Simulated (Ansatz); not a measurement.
The reference is TiTe2 in the CdI2 type structure (space group P-3m1, No. 164; a = 3.782 Å, c = 6.613 Å; layered, stacked along the Cartesian z axis; relaxed with 0.1 eV smearing). Axes: x lies along a and z along c of the hexagonal cell.

All numbers come from Ansatz (a quantum-chemistry and plane-wave program), r2SCAN+rVV10, PAW, cutoff 500 eV, no SOC, earlier PAW set.

Perturbation: the cell is stretched by 3.95 % along z with no lateral relaxation, atoms relaxed at fixed cell.

Q: Predict the stress tensor and what it implies for the stiffness.

A: Stress of the strained cell less that of the base (GPa, compression positive):
```
   -0.5     0.0     0.0
    0.0    -0.5     0.0
    0.0     0.0    -1.0
```

Then −Δσ_ii/ε with ε = 0.0395 gives secant stiffness values (nonlinear terms included at this strain): C33 ≈ 24 GPa, C13 ≈ 13 GPa and C23 ≈ 13 GPa.

No phonon test of stability was made. The final runs are not spin-polarised.
